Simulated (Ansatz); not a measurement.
## AlB2-type TmSi₂

These are LDA in Ansatz (PAW) values and carry that method's errors.

Run with plane-wave cutoff 520 eV, 18×18×14 k mesh (along the axes of the cell as run), Fermi–Dirac smearing 0.05 eV, spin-polarised start, scalar-relativistic PAW data made under PBE.

Cell: relaxed at this level.

| Item | Result |
|---|---|
| band gap | zero (no gap) |
| lattice constant a | 3.967 Å |
| lattice parameter c | 3.757 Å |
| bulk modulus | 86.8 GPa |

Note: the magnetic order was assumed, not searched for or taken from measurement; the relaxation could not lower the start's symmetry, so the cell can be a saddle point above a distorted one; the 4f shell is treated without U or exact exchange, so its levels and filling can be wrong; the bulk modulus is −V dP/dV from two relaxed cells at ±2 % in volume.

Spin–orbit coupling is not included; it can open a gap where bands touch, and shift volumes and moduli.

The computed numbers hold no vibrational or temperature effects.

The result took around 3 core-minutes (rough).

Ansatz is an electronic-structure program.
